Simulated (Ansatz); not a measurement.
Defect migration in rock-salt LiF: interstitial F, charge state -1. Method: PBE, PAW (plane waves to 420 eV; Ansatz, an electronic-structure program).

64-site cell at the relaxed PBE lattice, the Γ point alone, smearing 0.01 eV, spin-restricted, no finite-size correction. No zero-point or tunnelling terms. The charge state is imposed; whether it is stable for some Fermi level was not computed. Sites that were not tried may lie lower.

Barriers: single points on a 2×2×2 k-point mesh shifted by half a step at the bands' geometries.

The step: several atoms move together, F the farthest. Atoms about the jump, Cartesian Å from the middle of the jump, before and after:

```tsv
atom	x0	y0	z0	x1	y1	z1
F1	0.00	0.00	1.00	0.00	0.00	-1.00
Li2	1.02	1.04	-0.02	1.02	1.04	0.02
Li3	-1.05	-1.03	-0.02	-1.05	-1.03	0.02
Li4	-1.06	1.07	-2.07	-1.02	1.04	-2.04
F5	-1.33	1.34	-0.30	-1.33	1.34	0.30
F6	1.32	-1.32	-0.31	1.32	-1.32	0.31
Li7	-1.02	1.04	2.04	-1.06	1.07	2.07
Li8	1.02	-1.02	2.05	1.04	-1.04	2.08
Li9	1.04	-1.04	-2.08	1.02	-1.02	-2.05
F10	-1.32	-1.30	2.34	-1.03	-1.01	2.03
F11	1.30	1.33	2.34	1.01	1.03	2.04
F12	-1.03	-1.01	-2.03	-1.32	-1.30	-2.34
F13	1.01	1.03	-2.04	1.30	1.33	-2.34
F14	-3.06	-1.01	0.00	-3.06	-1.01	0.00
F15	1.01	3.06	0.00	1.01	3.06	0.00
F16	-1.03	-3.04	0.00	-1.03	-3.04	0.00
F17	3.04	1.03	0.00	3.04	1.03	0.00
Li18	-1.06	3.11	-0.03	-1.06	3.11	0.03
Li19	-3.10	1.07	-0.03	-3.10	1.07	0.03
Li20	1.05	-3.08	-0.03	1.05	-3.08	0.03
Li21	3.09	-1.04	-0.03	3.09	-1.04	0.03
```

Q: Give the saddle-point geometry and the barrier.

A: 
| atom | x | y | z |
|---|---|---|---|
| F1 | -0.02 | 0.03 | 0.00 |
| Li2 | 1.21 | 1.23 | 0.00 |
| Li3 | -1.22 | -1.20 | 0.00 |
| Li4 | -0.97 | 0.98 | -1.70 |
| F5 | -1.55 | 1.58 | 0.01 |
| F6 | 1.54 | -1.51 | -0.01 |
| Li7 | -0.98 | 0.99 | 1.71 |
| Li8 | 0.96 | -0.95 | 1.71 |
| Li9 | 0.97 | -0.95 | -1.73 |
| F10 | -1.08 | -1.06 | 2.08 |
| F11 | 1.07 | 1.09 | 2.08 |
| F12 | -1.08 | -1.05 | -2.08 |
| F13 | 1.07 | 1.09 | -2.08 |
| F14 | -3.06 | -1.01 | 0.00 |
| F15 | 1.02 | 3.07 | 0.00 |
| F16 | -1.03 | -3.04 | 0.00 |
| F17 | 3.05 | 1.04 | 0.00 |
| Li18 | -1.05 | 3.24 | 0.00 |
| Li19 | -3.22 | 1.08 | 0.00 |
| Li20 | 1.07 | -3.19 | 0.00 |
| Li21 | 3.21 | -1.04 | 0.00 |
It lies 0.35 eV above the start and 0.35 eV above the end. The saddle point's order was not checked, and it lies on a symmetry element of the cell, where a band can be held.
